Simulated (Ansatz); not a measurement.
Consider the following.

```
SiTe
1.0
    4.85278     0.00000     0.00000
   -2.42639     4.20263     0.00000
    0.00000     0.00000     5.76070
Si Te
2 2
Direct
  0.66667   0.33333   0.25000
  0.33333   0.66667   0.75000
  0.66667   0.33333   0.75000
  0.33333   0.66667   0.25000
```

No spin polarisation.

A single point on SiC with a change (C → Te), its geometry relaxed with PBEsol.

The values are results of r2SCAN/PAW in Ansatz (a program for electronic structure), scalar-relativistic without spin-orbit coupling, not measurements. k-mesh 11×11×8 (Γ-centred); smearing 0.05 eV (Fermi–Dirac).

Question: Predict the band gap and pressure.

Answer: The band gap is zero and the pressure is 1.4 GPa.

Single points use the geometry relaxed with PBEsol. With Te present, leaving out spin-orbit coupling can change the band edges. No phonon test of stability was made. The final runs are not spin-polarised. The cell was made from SiC by this change: C → Te; the result is a hypothetical phase, not in the database extracts checked.
